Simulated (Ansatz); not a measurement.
Start from PbO (space group P4/nmm, No. 129).

```yaml
crystal:
  lattice:
    - [3.96959, 0.00000, 0.00000]
    - [0.00000, 3.96959, 0.00000]
    - [0.00000, 0.00000, 4.70543]
  atoms:
    - { symbol: Pb, position: [0.50000, 0.00000, 0.74936] }
    - { symbol: Pb, position: [0.00000, 0.50000, 0.25064] }
    - { symbol: O, position: [0.50000, 0.50000, 0.00000] }
    - { symbol: O, position: [0.00000, 0.00000, 0.00000] }
```

All numbers come from Ansatz (a quantum-chemistry and plane-wave program), PBEsol-D3(BJ), PAW, cutoff 420 eV, without spin-orbit coupling.

Base values:

| Item | Value |
|---|---|
| Width of the top valence band | 1.70 eV |
| Band gap | 0.90 eV |

Perturbation: an isotropic linear strain of −2.40 %, atoms relaxed at fixed cell.

Q: What happens to the width of the top valence band and band gap?

A: The width of the top valence band goes up by 0.354 eV to 2.06 eV; the band gap shrinks by 0.423 eV (0.90 eV → 0.47 eV).

With Pb present, leaving out spin-orbit coupling can change the band edges. Whether these cells are dynamically stable was not tested.
